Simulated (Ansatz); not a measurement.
Consider GaSb in the zinc blende structure (space group F-43m, No. 216; a = 6.1324 Å). Axes: x, y, z lie along the cube axes.

Computed with plane-wave PAW DFT at the r2SCAN level (Ansatz, a first-principles code, 500 eV), spin-orbit coupling left out.

A first run, uniaxial strain ε_yy = −0.82 %, gives secant values C11 ≈ 87 GPa and C12 ≈ 38 GPa from its stress. A second run applies biaxial strain −2.16 %, plane normal [001], relaxed out of plane.

What does linear elasticity predict for −ε⊥/ε∥ in the second run, and what does the run give?

Linear elasticity: 2 C12/C11 = 0.87. The run gives 0.85; any difference comes from nonlinear terms at these strains and numerical noise.

Stability against distortions was not tested.
